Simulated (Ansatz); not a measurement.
Ansatz (a quantum-chemistry and plane-wave program) run on VRu (Pm-3m, 2 atoms in the cell): relaxation of cell and atoms.

Computed with LDA (PW92), default PAW files made with PBE (plane waves; Ansatz).

The change in words: atoms on their sites; basis.ecutwfc: 420 eV → 210 eV; relax: default → cell and atoms. Reference geometry:
```xyz
2
Lattice="3.0118 0.0000 0.0000 0.0000 3.0118 0.0000 0.0000 0.0000 3.0118" Properties=species:S:1:pos:R:3 pbc="T T T"
V      1.5059     1.5059     1.5559
Ru     0.0000     0.0000     0.0000
```
Moments meant for the start (each program seeds them in its own way; μB, in the order of the atoms V Ru): 2.0 0.0.

Reference input (self-consistent single point, DFT, LDA (PW92), plane waves, default PAW files made with PBE): basis.ecutwfc = 420 eV; kpoints.mp_grid.grid = 9 9 9; hamiltonian.xc = lda; hamiltonian.pseudopotentials = {kind: paw} (the program's default PAW files); magnetization.spin_polarized = true; scf.occupations.method = gaussian; scf.occupations.width = 0.1 eV. This run's input differs from it in these lines:

Ansatz 0.2 input:
```diff
@@ -7,6 +7,6 @@
   atoms:
-    - { symbol: V, position: [0.500000, 0.500000, 0.516601], spin: 2.0 }
+    - { symbol: V, position: [0.500000, 0.500000, 0.500000], spin: 2.0 }
     - { symbol: Ru, position: [0.000000, 0.000000, 0.000000] }
 basis:
-  ecutwfc: 420.0
+  ecutwfc: 210.0
 kpoints:
@@ -24,2 +24,4 @@
     width: 0.1
+relax:
+  cell: {}
 output:
```

Output, abridged:

```
   [... SCF lines of the steps left out ...]
relax step   1: F+E_penalty+E_count = -8606.93890266 eV  Δ(F+E_penalty+E_count) = +0.000e0 eV  max|allowed force component| = 2.737e-28 eV/Å  Δτ_max = 0.0000 Å  P = -19.818 GPa  Ω = 27.321 Å³  (16 SCF iters, dr2 threshold 1.00e-7 eV, accepted)
relax step   2: F+E_penalty+E_count = -8612.70224128 eV  Δ(F+E_penalty+E_count) = -5.763e0 eV  max|allowed force component| = 3.944e-30 eV/Å  Δτ_max = 0.0000 Å  P = +167.293 GPa  Ω = 23.972 Å³  energy of the carried Pulay correction = +7.253e0 eV  [...]
   [... lines left out ...]
relax step  29: F+E_penalty+E_count = -8607.23057150 eV  Δ(F+E_penalty+E_count) = -5.569e-2 eV  max|allowed force component| = 4.963e-30 eV/Å  Δτ_max = 0.0000 Å  P = -0.010 GPa  Ω = 25.153 Å³  energy of the carried Pulay correction = +5.563e-2 eV  [...]
relax step  30: F+E_penalty+E_count = -8607.05565285 eV  Δ(F+E_penalty+E_count) = +1.749e-1 eV  max|allowed force component| = 7.165e-30 eV/Å  Δτ_max = 0.0000 Å  P = +0.020 GPa  Ω = 25.153 Å³  stress off target by 1.97e-2 GPa  SCF on the basis [...]
basis re-selected at this cell: Δ(F+E_penalty+E_count) = +1.749e-1 eV, ΔP = +0.030 GPa vs the last step
the relaxation is at rest under the 48 symmetry operations that the run kept from its start: a minimum is not shown …
the relaxation's final electronic state is not compared with the one that a single-point calculation of its input finds at the relaxed geometry …
Magnetization: 0.0000 μB (14.5000 up, 14.5000 down)
   [... lines left out ...]
Absolute magnetization: 0.0000 μB (∫|ρ↑−ρ↓|, with the PAW one-centre terms)
Free energy (F): -8607.055653 eV
Fermi energy:    21.976990 eV
   [... lines left out ...]
  cell:  # Å, volume = 25.1527 Å³
    - [2.9299576541095336, 8.32142168367064e-32, 1.705250471592865e-35]
    - [8.321923227926992e-32, 2.9299576541095336, -2.182720603638867e-33]
    - [1.705250471592865e-35, -2.182720603638867e-33, 2.9299576541095336]
  atoms:
    - { symbol: V, position: [0.5, 0.5, 0.5] }
    - { symbol: Ru, position: [-2.602340848694771e-46, -7.061495246349115e-48, -7.947495186105521e-47] }
```

The run converged.  The full log also holds: “iter 6 did not close the SCF: its close was put off for a magnetic moment that had not settled (scf_convergence_deferred on its scf_iter line)”. The full log also holds: “iter 12 did not close the SCF: its close was put off for a magnetic moment that had not settled (scf_convergence_deferred on its scf_iter line)”.

Summary of the result:
| Item | Result |
|---|---|
| Free energy E − TS (on the zero of these files) | -8607.0557 eV |
| Fermi level (on the code's own zero) | 21.98 eV |
| Pressure | 0.02 GPa |
| Size of the cell's spin moment | 0.00 μB |
| Final cell | a = b = c = 2.9300 Å, α = β = γ = 90.00° |
| Final volume per atom | 12.58 Å³ |
| Relaxation steps | 30 |

The starting cell comes from a database of computed structures (which also holds hypothetical and non-ambient phases and stackings), without a prior relaxation at this level. Its lattice was rescaled by up to half a per cent. The starting moments vanished: the run ended non-magnetic, which need not be the lowest state. The program warned that a starting moment was not kept. The relaxation keeps the symmetry of its start, so its end need not be a minimum. Ansatz's pressure includes its estimate of the finite-basis (Pulay) stress. Without the estimate this run gives -353.31 GPa. The cutoff lies below the one recommended for these files.

Cost on one core of a shared machine: roughly 40 s.
